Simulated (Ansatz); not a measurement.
Start from TiO2 in the anatase structure (space group I4_1/amd, No. 141; a = 3.7779 Å, c = 9.5838 Å).

Level of theory: r2SCAN/PAW in Ansatz (a program for electronic structure), spin-orbit coupling left out.

One change was made to it. Results:

```json
[
 {"quantity": "lattice parameter a", "base": "3.778 Å", "after": "3.765 Å"},
 {"quantity": "smallest direct gap", "base": "2.87 eV", "after": "2.90 eV"}
]
```

Problem. Which change produced these results?
A. pressure 18 GPa
B. pressure 4.2 GPa
C. pressure 9 GPa
D. pressure −2 GPa

Solution. B, pressure 4.2 GPa. For comparison, the lattice parameter a in the other runs: pressure −2 GPa gives 3.785 Å; pressure 18 GPa gives 3.737 Å; pressure 9 GPa gives 3.753 Å.

Load acts through the strain it causes; cell and atoms are relaxed under it. Stability against distortions was not tested. Competing high-pressure phases were not computed. The final runs are not spin-polarised.
